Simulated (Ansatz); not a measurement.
A constructed model of the (111) surface of fcc Ni, ferromagnetic, (√3x√3)R30° layer of O, one a cell, on the site that continues the host's stacking (bottom of the slab: a bare face, its two planes held)

Level of theory: PBE (plane waves to 420 eV, PAW; Ansatz, a program for electronic structure).

Set-up: 19 atoms, 11.6 Å thick at the start; mesh 10x10x1; 0.1 eV smearing; dipole correction on; 6 atoms held, the rest relaxed; held to the start's symmetry, so lower structures may exist; spin-polarised, ending with about 11.2 μB a cell; orders that need a larger cell were not tried, no spin-orbit, no U. It is one candidate, not shown to be the stable structure of the face.

| Property | Result |
|---|---|
| work function of the top face | 5.99 eV |
| energy released by relaxation | 0.52 eV |
| magnetic moment of the cell | 11.19 μB |
| cost | roughly 30 core-minutes |
